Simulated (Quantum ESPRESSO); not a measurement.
## Quick settings and what they miss: InAg (Pm-3m, 2 atoms in the cell)

Self-consistent single point.

```
CELL_PARAMETERS angstrom
      3.55106     0.00000     0.00000
      0.00000     3.55106     0.00000
      0.00000     0.00000     3.55106
ATOMIC_POSITIONS crystal
  In 0.50000 0.50000 0.50000
  Ag 0.00000 0.00000 0.00000
```

Level of theory: PBEsol, PseudoDojo standard norm-conserving (PBESOL) pseudopotentials (plane waves; Quantum ESPRESSO 7.5).

Base settings: ecutwfc = 85 Ry; occupations = smearing; smearing = methfessel-paxton; degauss = 0.019992 Ry; potentials = {In: In.upf, Ag: Ag.upf}; K_POINTS = automatic 8 8 8 1 1 1; conv_thr = 1e-09 Ry; mixing_beta = 0.4.

Tight run (finer mesh or higher cutoff; not a proven limit): ecutwfc: 85 Ry → 119 Ry; conv_thr: 1e-09 Ry → 7.3e-11 Ry; K_POINTS: automatic 8 8 8 1 1 1 → automatic 11 11 11 1 1 1. It gave Fermi level (on the code's own zero) 12.64 eV; pressure -5.62 GPa.

Quick runs, as changes from the base:
- A: the base itself
- B: ecutwfc: 85 Ry → 72 Ry; K_POINTS: automatic 8 8 8 1 1 1 → automatic 6 6 6 1 1 1; potentials: PseudoDojo standard norm-conserving (LDA) [LDA (PW92)]
- C: ecutwfc: 85 Ry → 51 Ry; K_POINTS: automatic 8 8 8 1 1 1 → automatic 3 3 3 1 1 1
- D: ecutwfc: 85 Ry → 51 Ry; K_POINTS: automatic 8 8 8 1 1 1 → automatic 1 1 1 1 1 1
- E: ecutwfc: 85 Ry → 42 Ry; smearing: methfessel-paxton → marzari-vanderbilt; degauss: 0.019992 Ry → 0.0099958 Ry
- F: ecutwfc: 85 Ry → 51 Ry; smearing: methfessel-paxton → fermi-dirac; K_POINTS: automatic 8 8 8 1 1 1 → automatic 6 6 6 1 1 1

Energies are extrapolated to zero smearing width, which holds to low order in the width alone (under cold and Methfessel-Paxton smearing the free energy itself is taken).

Dashes: energy of B, another energy zero.

† marks runs with another functional, U, potentials or spin treatment: their distance from the tight run is not a convergence error alone.

The count of work is k-points × plane waves × bands × iterations; it is no time. 

The starting cell comes from a database of computed structures (which also holds hypothetical and non-ambient phases and stackings), without a prior relaxation at this level. Its lattice was rescaled by a random factor within 2.5 % of one. In the base run, with a pressure of about -6 GPa the cell is away from its equilibrium volume at this level.

```csv
run,energy less tight (meV/atom),pressure less tight (GPa),count of work / tight
A,-7.0,-0.04,0.19
B†,–,-3.82,0.083
C,1028.3,-51.32,0.020
D,9079.6,20.91,0.0067
E,5406.8,-179.50,0.075
F,1143.6,-50.66,0.050
```

Among the runs at the tight run's level, the energy misses run from 7.0 to 9079.6 meV/atom.
